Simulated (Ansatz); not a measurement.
# W in the fcc (Cu type) structure (space group Fm-3m, No. 225)

```yaml
crystal:
  lattice:
    - [0.00000, 1.99880, 1.99880]
    - [1.99880, 0.00000, 1.99880]
    - [1.99880, 1.99880, 0.00000]
  atoms:
    - { symbol: W, position: [0.00000, 0.00000, 0.00000] }
```

Method: PBEsol (Ansatz, a quantum-chemistry and plane-wave program), no spin-orbit coupling. Γ-centred 20×20×20 mesh, Fermi–Dirac width 0.05 eV.

| Item | Result |
|---|---|
| Volume per atom | 15.97 Å³ |
| Density | 19.11 g/cm³ |
| Band gap | zero |
| Total energy | -10256.068 eV/atom (σ→0; compares only within this code and set-up) |

Whether these cells are dynamically stable was not tested. All final runs are without spin polarisation. This is not the structure that W has at room temperature and ambient pressure.
